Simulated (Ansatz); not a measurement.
Where the default PAW files enter, the runs use the earlier of Ansatz's two default sets.

The decay constant κ of evanescent states in the gap governs leakage through a thin film.

Input:

```yaml
crystal:
  lattice:
    - [4.99265, 0.00000, 0.00000]
    - [0.00000, 6.93393, 0.00000]
    - [0.00000, 0.00000, 4.99265]
  atoms:
    - { symbol: Si, position: [0.30134, 0.50000, 0.69866] }
    - { symbol: Si, position: [0.80134, 0.25000, 0.80134] }
    - { symbol: Si, position: [0.69866, 0.00000, 0.30134] }
    - { symbol: Si, position: [0.19866, 0.75000, 0.19866] }
    - { symbol: O, position: [0.23861, 0.67989, 0.89357] }
    - { symbol: O, position: [0.60643, 0.42989, 0.73861] }
    - { symbol: O, position: [0.76139, 0.17989, 0.10643] }
    - { symbol: O, position: [0.39357, 0.92989, 0.26139] }
    - { symbol: O, position: [0.26139, 0.57011, 0.39357] }
    - { symbol: O, position: [0.89357, 0.82011, 0.23861] }
    - { symbol: O, position: [0.73861, 0.07011, 0.60643] }
    - { symbol: O, position: [0.10643, 0.32011, 0.76139] }
```

Space group of this cell: P4_12_12. The cell is taken as given; by PBEsol its mean pressure is 2.5 GPa.

Transport runs along the normal of the first two printed cell vectors, the (100) plane of the conventional cell.

The gap is the functional's own. No spin-orbit coupling. Mid-gap values are interpolated on the energy grid.

Question: Estimate the band gap and the smallest decay constant κ at mid-gap that PBEsol (Ansatz, a program for electronic structure) returns for this system.

Answer: Gap 5.66 eV on a 6×6×6 mesh; κ = 0.474 1/Å, at the zone centre.
